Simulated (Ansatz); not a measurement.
The starting structures come from a database of crystals and need not be the phases stable at ambient conditions.

By PBEsol, the system below comes out a metal.

Without scattering a metal conducts by its projected Fermi surface.

Input:

```xyz
6
Lattice="5.1663 0.0000 0.0000 -2.5832 4.4742 0.0000 2.5832 1.4914 4.2183" Properties=species:S:1:pos:R:3 pbc="T T T"
La     2.5832     1.4914     1.0546
La     0.0000     2.9828     2.1091
Ni     3.8747     5.2199     3.6910
Ni     2.5832     2.9828     3.6910
Ni     2.5832     4.4742     1.5819
Ni     1.2916     5.2199     3.6910
```

Space group of this cell: Fd-3m, cubic Laves (MgCu2 type). The cell is taken as given; by PBEsol its mean pressure is -3.3 GPa.

The current flows along the normal of the first two printed cell vectors, the (111) plane of the conventional cell. No spin-orbit coupling; the value is a mean over 0.1 eV about the Fermi level.

### Question
Predict the ballistic conductance per area from PBEsol (Ansatz, a first-principles code).

### Answer
0.50 × 10¹⁵ S/m² for both spins.
